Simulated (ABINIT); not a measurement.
A self-consistent single point of Pd (Fm-3m, 1 atom in the cell) with ABINIT.

Method of the run: PBE, PAW (JTH v2.0 PBE PAW) (plane waves; ABINIT 10.0.3).

```yaml
crystal:
  lattice:
    - [0.00000, 1.95084, 1.95084]
    - [1.95084, 0.00000, 1.95084]
    - [1.95084, 1.95084, 0.00000]
  atoms:
    - { symbol: Pd, position: [0.00000, 0.00000, 0.00000] }
```

Reference input (self-consistent single point, DFT, PBE, plane waves, PAW (JTH v2.0 PBE PAW)): pseudos = [Pd.GGA_PBE-JTH.xml]; ecut = 24 Ha; pawecutdg = 48 Ha; pawxcdev = 0; occopt = 3; tsmear = 0.1 eV; ngkpt = 8 8 8; nshiftk = 1; shiftk = 0 0 0; potentials = JTH v2.0 PBE PAW; nband = 14; kptopt = 1. This run's input differs from it in these lines:

```diff
@@ -16,7 +16,7 @@
 pawxcdev 0
-occopt 3
-tsmear 0.1 eV
+occopt 7
+tsmear 1 eV
 nband 14
 kptopt 1
-ngkpt 8 8 8
+ngkpt 13 13 13
 nshiftk 1
```

The program printed (abridged):

```
--- !BeginCycle
solver: {iscf: 17, nstep: 50, nline: 4, wfoptalg: 10, }
tolerances: {toldfe: 1.00E-09, }
...

     iter   Etot(hartree)      deltaE(h)  residm     nres2
 ETOT  1  -124.48773266216    -1.245E+02 7.039E+01 8.292E+01
 ETOT  2  -128.84467551811    -4.357E+00 2.026E-01 4.190E+01
 ETOT  3  -128.83024108409     1.443E-02 7.572E-02 8.642E+00
 ETOT  4  -128.83523294774    -4.992E-03 4.725E-02 8.050E+00
 ETOT  5  -128.83534558488    -1.126E-04 2.029E-02 7.416E+00
   [... 16 lines left out ...]
 ETOT 22  -128.83200329043    -5.248E-10 4.661E-05 3.709E-06
 ETOT 23  -128.83200328835     2.078E-09 2.921E-05 7.905E-08
 ETOT 24  -128.83200328888    -5.321E-10 2.897E-05 3.974E-07
 ETOT 25  -128.83200328869     1.848E-10 1.804E-05 1.984E-07
 At SCF step   25, etot is converged :
  for the second time, diff in etot=  1.848E-10 < toldfe=  1.000E-09

 Cartesian components of stress tensor (hartree/bohr^3)
  sigma(1 1)= -2.72608648E-04  sigma(3 2)=  0.00000000E+00
  sigma(2 2)= -2.72608648E-04  sigma(3 1)=  0.00000000E+00
  sigma(3 3)= -2.72608648E-04  sigma(2 1)=  0.00000000E+00

 ----iterations are completed or convergence reached----

 reduced coordinates (array xred) for    1 atoms
       0.000000000000      0.000000000000      0.000000000000
 cartesian forces (eV/Angstrom) at end:
    1     -0.00000000000000    -0.00000000000000    -0.00000000000000
 frms,max,avg= 0.0000000E+00 0.0000000E+00   0.000E+00  0.000E+00  0.000E+00 e/A
 length scales=  1.000000000000  1.000000000000  1.000000000000 bohr
   [... lines left out ...]
 Fermi (or HOMO) energy (hartree) =   0.43730   Average Vxc (hartree)=  -0.46063
 Fermi (or HOMO) energy (eV) =  11.89950   Average Vxc (eV)= -12.53438
   [... lines left out ...]
'-kT*entropy'       : -1.94688136039894E-02
total_energy        : -1.28831669622560E+02
total_energy_eV     : -3.50568801542420E+03
...

-Cartesian components of stress tensor (GPa)         [Pressure=  8.0204E+00 GPa]
- sigma(1 1)= -8.02042197E+00  sigma(3 2)=  0.00000000E+00
- sigma(2 2)= -8.02042197E+00  sigma(3 1)=  0.00000000E+00
- sigma(3 3)= -8.02042197E+00  sigma(2 1)=  0.00000000E+00

 Calculation completed.
```

The run converged in 25 iterations. Against the reference run the free energy drops by 325 meV/atom and the pressure goes from 6.26 to 8.02 GPa.

The starting cell has typed, rounded lattice constants, without a prior relaxation at this level. Its lattice was rescaled by up to half a per cent. Spin polarisation is off. With a pressure of about 8 GPa the cell is away from its equilibrium volume at this level.

Cost on one core of a shared machine: roughly 60 s.
